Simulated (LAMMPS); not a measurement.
LAMMPS 22 Jul 2025, classical MD, Stillinger-Weber (CdTe.sw): CdTe, 10648 atoms.

```
Item                                                                                               Value
-----------------------------------------------  -------------------------------------------------------
task                                                                                             MD, nve
potential                                                                      Stillinger-Weber, CdTe.sw
copies of the repeat unit                                                                       11×11×11
shape (slab and sphere leave vacuum in the box)                                                     bulk
neighbor skin                                                                                        2 Å
neigh_modify                                                                   every 1 delay 0 check yes
newton                                                                                      on (default)
atom_modify sort (bins of 2 Å where set)                                                  1000 (default)
comm_style                                                                               brick (default)
box                                                                                 71.3 × 71.3 × 71.3 Å
start                                            generated zinc blende lattice, warmed in an untimed run
```

All runs start from one configuration, warmed at this fixed volume for 1000 steps under a thermostat at 600 K. The run at the shortest step has a mean temperature of 598 K and a mean pressure of 0.8 GPa.

Each run covers about 2.0 ps at constant energy (mean temperature 598 K at the shortest step); σ is the standard deviation over the printed steps. One run each, on a shared machine, so no times are given.

Steps tried: 0.5 fs, 1 fs, 2 fs, 2.5 fs, 4 fs, 5 fs, 8 fs, 10 fs, 16 fs, 20 fs, 32 fs.

Task: Up to which step does the ratio σ(E total)/σ(E kinetic) stay under 10 %, and what happens beyond?

Result: 20 fs.

| time step | σ(E total)/σ(E kinetic) | last minus first total energy (meV/atom) | mean temperature (K) |
|---|---|---|---|
| 0.5 fs | 3.0e-5 | under 0.001 | 598 |
| 1 fs | 0.00012 | under 0.001 | 598 |
| 2 fs | 0.00047 | under 0.001 | 598 |
| 2.5 fs | 0.00073 | under 0.001 | 598 |
| 4 fs | 0.0019 | −0.0016 | 598 |
| 5 fs | 0.0029 | −0.0023 | 597 |
| 8 fs | 0.0072 | −0.0037 | 596 |
| 10 fs | 0.011 | −0.0024 | 594 |
| 16 fs | 0.034 | +0.035 | 589 |
| 20 fs | 0.065 | +0.13 | 583 |
| 32 fs | 0.24 | +1.2 | 561 |

The bar is a choice.
